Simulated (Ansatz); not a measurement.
Rock-salt ZrN, relaxed in Ansatz (plane waves) with several semilocal functionals. Each gives its own volume and its own elastic constant C11:

```json
[
 {"level": "LDA", "V0 (Å³/atom)": "11.579", "elastic constant C11 (GPa)": "618.9", "ln V0": "2.4492", "ln C11": "6.4279"},
 {"level": "PBEsol", "V0 (Å³/atom)": "11.792", "elastic constant C11 (GPa)": "583.0", "ln V0": "2.4674", "ln C11": "6.3682"},
 {"level": "PBE", "V0 (Å³/atom)": "12.126", "elastic constant C11 (GPa)": "527.6", "ln V0": "2.4954", "ln C11": "6.2683"},
 {"level": "RPBE", "V0 (Å³/atom)": "12.316", "elastic constant C11 (GPa)": "496.3", "ln V0": "2.5109", "ln C11": "6.2072"},
 {"level": "BLYP", "V0 (Å³/atom)": "12.544", "elastic constant C11 (GPa)": "468.4", "ln V0": "2.5292", "ln C11": "6.1493"}
]
```

**Question.** Fit a straight line to ln C11 against ln V0. What does it predict for revPBE, whose volume is 12.262 Å³/atom?

**Answer.** With x = ln V0 and y = ln C11: means 2.49042 and 6.28418; Σ(Δx Δy) = -0.01474, Σ(Δx²) = 0.004177, so the slope is -3.53. At x = 2.5065 the line gives y = 6.28418 + (-3.53) × (2.5065 − 2.49042) = 6.2274, or 506.4 GPa. The run with revPBE gives 504.9 GPa, -0.3 % from the line. The rows used scatter about it by up to 0.5 %, while the largest value lies 32 % above the smallest.

Measured: 471 GPa (measured, temperature not stated, not corrected to a static lattice; as tabulated in Wu et al. (2005), arXiv:cond-mat/0412374).

Ansatz's density-functional and Hartree–Fock values are scalar-relativistic unless marked +SOC, with PAW data made under PBE.

Ansatz is a first-principles code.
